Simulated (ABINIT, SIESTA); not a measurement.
A SIESTA input for a self-consistent single point of ZnS (F-43m, 2 atoms in the cell) (DFT, GGA PBE, numerical atomic orbitals DZP, PseudoDojo PBE standard norm-conserving potentials (rewritten from UPF to PSML)):

```
# files in the folder: Zn.psml S.psml (PseudoDojo PBE standard)
SystemName  ZnS
SystemLabel zns

NumberOfAtoms                2
NumberOfSpecies              2
%block ChemicalSpeciesLabel
  1 30 Zn
  2 16 S
%endblock ChemicalSpeciesLabel
LatticeConstant              1.0 Bohr
%block LatticeVectors
     0.000000000    5.009474984    5.009474984
     5.009474984    0.000000000    5.009474984
     5.009474984    5.009474984    0.000000000
%endblock LatticeVectors
AtomicCoordinatesFormat      Fractional
%block AtomicCoordinatesAndAtomicSpecies
     0.000000000    0.000000000    0.000000000  1
     0.250000000    0.250000000    0.250000000  2
%endblock AtomicCoordinatesAndAtomicSpecies

XC.functional                GGA
XC.authors                   PBE
PAO.BasisSize                DZP
PAO.EnergyShift              0.01 Ry
MeshCutoff                   350 Ry
%block kgrid.MonkhorstPack
    7   0   0  0.0
    0   7   0  0.0
    0   0   7  0.0
%endblock kgrid.MonkhorstPack
OccupationFunction           FD
ElectronicTemperature        50.0 meV

MaxSCFIterations             150
SCF.Mixer.Method             Pulay
SCF.Mixer.Weight             0.1
SCF.Mixer.History            6
SCF.DM.Tolerance             1.0E-04
Diag.ParallelOverK           true
WriteForces                  true
Charge.Mulliken              end
```

Q: Give the ABINIT input for the same structure, mesh, smearing and functional.

A: One input that does it (others would too):

```
# ZnS, JTH v2.0 PBE PAW
pp_dirpath "./"
pseudos "Zn.GGA_PBE-JTH.xml, S.GGA_PBE-JTH.xml"
acell 7.0844674624 7.0844674624 7.0844674624
rprim
        -0.0000000000    0.7071067812    0.7071067812
         0.7071067812   -0.0000000000    0.7071067812
         0.7071067812    0.7071067812   -0.0000000000
natom 2
ntypat 2
znucl 30 16
typat 1 2
xcart
         0.0000000000    0.0000000000    0.0000000000
         2.5047374919    2.5047374919    2.5047374919
ecut 30 Ha
pawecutdg 60 Ha
pawxcdev 0
ixc 11
occopt 3
tsmear 0.05 eV
nband 14
kptopt 1
ngkpt 7 7 7
nshiftk 1
shiftk 0 0 0
nstep 100
tolvrs 1.0e-12
prtwf 0
prtden 0
enunit 2
```

Basis, cutoffs, solver keys and any potentials are the target program's own. This input uses DFT, PBE, plane waves, PAW (JTH v2.0 PBE PAW). Both were run: pressure 5.73 GPa in SIESTA and 6.45 in ABINIT; gap on the mesh 2.802 eV in SIESTA and 2.349 in ABINIT.

On ABINIT: the starting cell has typed, rounded lattice constants, without a prior relaxation at this level. For this run, on top of that: lattice scaled by 0.98. With a pressure of about 6 GPa the cell is away from its equilibrium volume at this level.

On SIESTA: the starting cell has typed, rounded lattice constants, without a prior relaxation at this level. For this run, on top of that: lattice scaled by 0.98. Values carry the incompleteness of an atom-centred basis. With a pressure of about 6 GPa the cell is away from its equilibrium volume at this level.
